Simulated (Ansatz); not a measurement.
**Hypothetical anti-perovskite Mg3SiO: pressure series**

The parent structure is Mg$_{3}$SiO in the anti-perovskite structure (space group Pm-3m, No. 221; a = 4.1898 Å; a hypothetical phase, not in the database extracts checked).

Cell and atoms are relaxed at each pressure.

The values are results of PBEsol, PAW, 420 eV (Ansatz, a first-principles code; no SOC), not measurements.

```tsv
P (GPa)	V (Å³/atom)
-2.00	15.084
-1.00	14.892
0.29	14.661
0.69	14.593
1.49	14.463
2.98	14.232
5.00	13.947
7.50	13.630
10.00	13.344
```

A third-order Birch–Murnaghan fit to these points gives V₀ = 14.71 Å³/atom, B₀ = 84 GPa and B₀′ = 4.0. At pressure 10 GPa the volume is 90.7 % of V₀.

Load acts through the strain it causes; cell and atoms are relaxed under it. Stability against distortions was not tested. No other phases were tried under pressure. The final runs are not spin-polarised.
